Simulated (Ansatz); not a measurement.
The reference is GaN in the zinc blende structure (space group F-43m, No. 216; a = 4.498 Å).

Method: r2SCAN (Ansatz, a quantum-chemistry and plane-wave program), no spin-orbit coupling.

Before the change:

The gap character is direct at Γ.

It is then changed as follows: an isotropic linear strain of −2.50 %; the atoms relax in the strained cell.

Task: How does this affect the mean gap deformation potential ΔEg/Δln V and gap character?

Result: The mean gap deformation potential ΔEg/Δln V amounts to -6.7 eV; the gap character stays direct at Γ.

No phonon test of stability was made. This is not the structure that GaN has at room temperature and ambient pressure.
